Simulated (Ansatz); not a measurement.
We consider Ti3InN (Pm-3m, No. 221, 5 atoms in the cell; start mp-21233), described by PBEsol (PAW; Ansatz, a program for electronic structure).

Numerical settings: plane-wave cutoff 520 eV, 14×14×14 k mesh, Fermi–Dirac smearing 0.05 eV, no spin polarisation, scalar-relativistic PAW data made under PBE.

Cell (relaxed at this level):

```
CELL_PARAMETERS angstrom
      4.14979     0.00000     0.00000
      0.00000     4.14979     0.00000
      0.00000     0.00000     4.14979
ATOMIC_POSITIONS crystal
  Ti 0.00000 0.50000 0.50000
  Ti 0.50000 0.00000 0.50000
  Ti 0.50000 0.50000 0.00000
  In 0.00000 0.00000 0.00000
  N  0.50000 0.50000 0.50000
```

### Question
Give the computed bulk modulus.

### Answer

- bulk modulus = 168 GPa

Note: the run has no spin polarisation, so it can have missed a magnetic state; the bulk modulus is −V dP/dV from two relaxed cells at ±2 % in volume; the relaxation could not lower the start's symmetry, so the cell can be a saddle point above a distorted one.

Spin–orbit coupling is not included; it can open a gap where bands touch, and shift volumes and moduli.

The result took roughly 100 core-seconds.

A start named mp-… is a Materials Project structure, which need not be a measured phase.
